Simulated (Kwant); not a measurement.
Model system: In0.53Ga0.47As/In0.52Al0.48As stack with 1 barrier. One parabolic valley. Leads of mass 0.041 mₑ with the band edge at 0; grid 0.1 nm; bias swept from 0.0208 to 0.44254 V, dropping linearly over the stack. Emitter Fermi level 0.046 eV, 300 K, equal in the collector.

```tsv
layer	thickness (nm)	band offset (eV)	mass (mₑ)
1	3.1	0.52	0.075
```

Constants are typed, rounded textbook-type inputs, not results; the design itself was drawn at random and stands for no fabricated device.

Kwant, one-band effective-mass tight-binding model in one dimension, coherent, no space charge, current by the Tsu-Esaki formula.

Sweep values stay those of the base run.

The temperature was swept, all else fixed.

| temperature (K) | J (A/cm²) at bias = 0.3371 V | J (A/cm²) at bias = 0.1262 V | J (A/cm²) at bias = 0.4425 V | J (A/cm²) at bias = 0.2317 V |
|---|---|---|---|---|
| 4 | 7370 | 3670 | 9880 | 5380 |
| 77 | 8390 | 4190 | 11200 | 6130 |
| 150 | 11200 | 5660 | 15000 | 8220 |
| 300 | 22800 | 11600 | 30500 | 16800 |

From the first row to the last the J at bias = 0.3371 V goes from 7370 to 22800. From the first row to the last the J at bias = 0.1262 V goes from 3670 to 11600.
